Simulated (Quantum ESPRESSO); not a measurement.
# How far to go with the plane-wave cutoff: ScAl (P4mm, 2 atoms in the cell)

```yaml
crystal:
  lattice:
    - [3.38046, 0.00000, 0.00000]
    - [0.00000, 3.38046, 0.00000]
    - [0.00000, 0.00000, 3.38046]
  atoms:
    - { symbol: Sc, position: [0.50000, 0.50000, 0.51479] }
    - { symbol: Al, position: [0.00000, 0.00000, 0.00000] }
```

Level of theory: PBEsol, GBRV 1.5 ultrasoft (PBESOL) pseudopotentials (plane waves; Quantum ESPRESSO 7.5).

Base settings: ecutwfc = 50 Ry; ecutrho = 400 Ry; occupations = smearing; smearing = fd; degauss = 0.0073499 Ry; potentials = {Sc: sc_pbesol_v1.uspp.F.UPF, Al: al_pbesol_v1.uspp.F.UPF}; K_POINTS = automatic 4 4 4 0 0 0; conv_thr = 1e-11 Ry.

Moved along: ecutrho.

The second cell is the first with its lattice scaled by 0.98.

The mesh stays at the base's, so the ladder's end is converged at best in this setting alone.

Only quantities that move along the ladder and can be compared are tabulated.

The count of work is k-points × plane waves × bands × iterations; it is no time. 

The starting cell comes from a database of computed structures (which also holds hypothetical and non-ambient phases and stackings), without a prior relaxation at this level. Its lattice was rescaled by up to half a per cent. One atom was moved a little off its site on purpose. Without a gap this mesh is coarse (it stands for a supercell whose shortest vector is 14 Å).

```tsv
ecutwfc	free energy less the last step's (meV/atom)	energy of the compressed cell less the first (meV/atom)	pressure (GPa)	count of work / last
17.5 Ry	94.77	2.05	-3.30	0.065
20 Ry	58.19	3.18	-3.34	0.079
22 Ry	36.03	2.32	-3.07	0.098
25 Ry	16.37	2.81	-2.45	0.12
28 Ry	9.55	2.61	-2.08	0.13
30 Ry	8.31	2.49	-2.00	0.14
35 Ry	6.00	2.45	-2.05	0.19
40 Ry	3.04	2.48	-2.03	0.20
45 Ry	1.68	2.47	-1.97	0.23
50 Ry	1.35	2.48	-1.95	0.27
55 Ry	1.04	2.48	-1.96	0.32
60 Ry	0.66	2.47	-1.96	0.40
68 Ry	0.37	2.47	-1.95	0.43
75 Ry	0.31	2.47	-1.94	0.50
88 Ry	0.13	2.47	-1.94	0.63
100 Ry	0.08	2.46	-1.94	0.76
120 Ry	0.00	2.46	-1.94	1.0
```

Coarsest ecutwfc that holds the pressure within 1 GPa of the last step, with all finer ones: 25 Ry, at 0.12 of the last step's count of work; the step before is off by 1.1 GPa.

Coarsest ecutwfc that holds the energy of the compressed cell less the first within 0.2 meV/atom of the last step, with all finer ones: 28 Ry, at 0.13 of the last step's count of work; the step before is off by 0.35 meV/atom.

Coarsest ecutwfc that holds the free energy within 2 meV/atom of the last step, with all finer ones: 45 Ry, at 0.23 of the last step's count of work; the step before is off by 3.0 meV/atom.

The energy difference between the two cells stays within 1 meV/atom of the last step's from 17.5 Ry on, the total only from 60 Ry on: much of the error is common to both cells and cancels.

At the lowest cutoff the pressure lies 1.4 GPa under the last step's, the usual sign of Pulay stress in an incomplete plane-wave basis.
